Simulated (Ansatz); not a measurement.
Base system: PbZrO3 in the cubic perovskite structure (space group Pm-3m, No. 221; a = 4.141 Å; a cell from a computed database, its experimental status unchecked). Axes: x, y, z lie along the cube axes.

The change: biaxial strain −0.42 %, plane normal [001], relaxed out of plane (Cartesian); in-plane vectors clamped, the third vector and the atoms free.

Levels (all Ansatz, an electronic-structure program, PAW, earlier PAW set): PBEsol (420 eV, scalar-relativistic without spin-orbit coupling); PBEsol+SOC (420 eV, with spin-orbit coupling).

The geometry is relaxed with PBEsol.

- PBEsol lowest conduction level above the VBM at special points: X 2.33 eV; Z 2.37 eV; Γ 3.70 eV; M 4.29 eV
- PBEsol electron mass: 0.18 mₑ along k, 0.33 mₑ across (at X)
- PBEsol width of the top valence band: 0.74 eV

### Question
How does going to PBEsol+SOC change the lowest conduction level above the VBM at special points, electron mass and width of the top valence band?

### Answer
The lowest conduction level above the VBM at special points goes from X 2.33 eV; Z 2.37 eV; Γ 3.70 eV; M 4.29 eV to X 2.00 eV; Z 2.04 eV; Γ 3.66 eV; M 3.17 eV; the electron mass changes from 0.18 mₑ along k, 0.33 mₑ across (at X) to 0.19 mₑ along k, 0.36 mₑ across (at X); the width of the top valence band is still 0.74 eV.

Single points use the geometry relaxed with PBEsol. The spin-orbit shifts are approximate. With Pb present, leaving out spin-orbit coupling can change the band edges. The levels and masses belong to the bands next to the band gap. Masses are band curvatures over ±0.01 Å⁻¹ around the edge. Along k means along the line from Γ to the band edge. No phonon test of stability was made. Many cubic perovskites are stable only at high temperature; tilts and polar distortions were not tested. Labels are those of the standard path for the cell's own space group.
